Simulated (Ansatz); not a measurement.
End structure of the (111) surface of fcc Au in its 1x1 cell (the real clean face reconstructs):

```xyz
4
Lattice="2.9396 0.0000 0.0000 -1.4698 2.5458 0.0000 0.0000 0.0000 26.5000" Properties=species:S:1:pos:R:3 pbc="T T T"
Au     0.0000     1.6972     9.6496
Au     1.4698     0.8486    12.0651
Au     0.0000     0.0000    14.4349
Au     0.0000     1.6972    16.8504
```

Model: 4-atom slab, 7.2 Å thick at the start (thin: gaps and levels are the slab's own), 12x12x1 mesh, Fermi-Dirac 0.1 eV, dipole correction, all atoms relaxed; start symmetry kept, larger cells not searched; no spin, no spin-orbit, no U.

Task: Estimate the work function of the top face that Ansatz (a quantum-chemistry and plane-wave program) with PBE returns for this input.

Result: 5.12 eV
